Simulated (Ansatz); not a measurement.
End structure of the (000-1) surface of wurtzite ZnO, O-terminated, ideal O-terminated 1x1 (bottom of the slab: 2 H on 4 bottom sites):

```
CELL_PARAMETERS angstrom
      6.55898     0.00000     0.00000
     -3.27949     5.68024     0.00000
      0.00000     0.00000    29.00000
ATOMIC_POSITIONS crystal
  Zn 0.33761 0.16239 0.32417
  Zn 0.83128 0.16872 0.34493
  Zn 0.33128 0.66872 0.34493
  Zn 0.83761 0.66239 0.32417
  O  0.16877 0.33123 0.35438
  O  0.66483 0.33517 0.35571
  O  0.16483 0.83517 0.35571
  O  0.66877 0.83123 0.35438
  Zn 0.16667 0.33333 0.42510
  Zn 0.66667 0.33333 0.42510
  Zn 0.16667 0.83333 0.42510
  Zn 0.66667 0.83333 0.42510
  O  0.33333 0.16667 0.44718
  O  0.83333 0.16667 0.44718
  O  0.33333 0.66667 0.44718
  O  0.83333 0.66667 0.44718
  Zn 0.33343 0.16657 0.51679
  Zn 0.83333 0.16667 0.51750
  Zn 0.33333 0.66667 0.51750
  Zn 0.83343 0.66657 0.51679
  O  0.16677 0.33323 0.53766
  O  0.66666 0.33334 0.53770
  O  0.16666 0.83334 0.53770
  O  0.66677 0.83323 0.53766
  Zn 0.16683 0.33317 0.60848
  Zn 0.66661 0.33339 0.60840
  Zn 0.16661 0.83339 0.60840
  Zn 0.66683 0.83317 0.60848
  O  0.33342 0.16658 0.62672
  O  0.83335 0.16665 0.62662
  O  0.33335 0.66665 0.62662
  O  0.83342 0.66658 0.62672
  Zn 0.33341 0.16659 0.70038
  Zn 0.83334 0.16666 0.70033
  Zn 0.33334 0.66666 0.70033
  Zn 0.83341 0.66659 0.70038
  O  0.16670 0.33330 0.71098
  O  0.66672 0.33328 0.71107
  O  0.16672 0.83328 0.71107
  O  0.66670 0.83330 0.71098
  H  0.33496 0.16504 0.27048
  H  0.83496 0.66504 0.27048
```

Set-up: 42 atoms, 12.8 Å thick at the start with caps and adatoms (thin: gaps and levels are the slab's own); mesh 4x4x1; 0.025 eV smearing; dipole correction on; single point; on the structure that PBE left under its start's symmetry; no spin (no spin-polarised run to compare, though such a face may carry moments), no spin-orbit, no U. The slab shows no gap over 0.04 eV on its mesh. In PBE it is, or lies within 0.01 eV a 1x1 cell of, the lowest of the 2 structures of its composition computed so far; larger cells were not tried.

Problem. Predict the work function of the top face from r2SCAN, at the PBE geometry (Ansatz, a first-principles code).

Solution. 7.15 eV
